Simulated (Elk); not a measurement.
Elk run on YGa3 (Pm-3m, 4 atoms in the cell): self-consistent single point.

Computed with PBEsol, all-electron FP-LAPW, Elk's shipped species files, default APW+lo basis in Elk.

```xyz
4
Lattice="4.2551 0.0000 0.0000 0.0000 4.2551 0.0000 0.0000 0.0000 4.2551" Properties=species:S:1:pos:R:3 pbc="T T T"
Y      0.0000     0.0000     0.0000
Ga     0.0000     2.1275     2.1275
Ga     2.1275     0.0000     2.1275
Ga     2.1275     2.1275     0.0000
```

Reference input (self-consistent single point, DFT, PBEsol, all-electron FP-LAPW, Elk's shipped species files, default APW+lo basis): xctype = 22; swidth = 0.00499791 Ha; ngridk = 5 5 5; maxscl = 100. This run's input differs from it in these lines:

```diff
@@ -34,4 +34,7 @@
 
-ngridk
-  5 5 5
+autokpt
+  .true.
+
+radkpt
+  20.0
```

Log, with long lists cut:

```
│ Self-consistent loop started │
│ Loop number : 1 │
 total energy                :     -9213.49804744
│ Loop number : 2 │
 total energy                :     -9213.65591268
RMS change in Kohn-Sham potential (target) :   0.1402246851     (  0.1000000000E-05)
Absolute change in total energy (target)   :   0.1578652374     (  0.1000000000E-03)
│ Loop number : 3 │
 total energy                :     -9213.64454458
RMS change in Kohn-Sham potential (target) :   0.1383096457     (  0.1000000000E-05)
Absolute change in total energy (target)   :   0.2809820718E-01 (  0.1000000000E-03)
│ Loop number : 4 │
   [... lines left out ...]
Absolute change in total energy (target)   :   0.1086049298E-02 (  0.1000000000E-03)
│ Loop number : 12 │
 total energy                :     -9211.94527801
RMS change in Kohn-Sham potential (target) :   0.1106700837E-05 (  0.1000000000E-05)
Absolute change in total energy (target)   :   0.3034689817E-03 (  0.1000000000E-03)
│ Loop number : 13 │
 total energy                :     -9211.94527242
RMS change in Kohn-Sham potential (target) :   0.1639144743E-06 (  0.1000000000E-05)
Absolute change in total energy (target)   :   0.8145880201E-04 (  0.1000000000E-03)
Convergence targets achieved

│ Loop number : 14 │

Energies :
 Fermi                       :     0.258175969968
 total energy                :     -9211.94527816

Density of states at Fermi energy :    93.15422171
 (states/Hartree/unit cell)

Estimated indirect band gap :   0.2806000671E-01
 from k-point      4 to k-point      2
Estimated direct band gap   :   0.3664834176E-01
 at k-point      3

Charges :
 core                        :    82.00000000
 valence                     :    50.00000000
 interstitial                :    6.124765609
 muffin-tins (core leakage)
  species :    1 (Y)
   atom    1                 :    36.94802248     (  0.9121836197E-05)
  species :    2 (Ga)
   atom    1                 :    29.64240397     (  0.7607904428E-03)
   atom    2                 :    29.64240397     (  0.7607904428E-03)
   atom    3                 :    29.64240397     (  0.7607904428E-03)
 total in muffin-tins        :    125.8752344
 total calculated charge     :    131.9841463
 total charge                :    132.0000000
 error                       :   0.1585373307E-01

│ Self-consistent loop stopped │
```

The run converged in 14 iterations. The count includes the last loop, which Elk runs after its targets are met. Against the reference run the free energy goes up by 66.9 meV/atom.

The starting cell comes from a database of computed structures (which also holds hypothetical and non-ambient phases and stackings), without a prior relaxation at this level. Values depend on the basis (sphere radii, cutoffs, local orbitals), which need not be converged. The log's line on a gap gives a spacing of levels on this mesh, which the program prints for metals too.
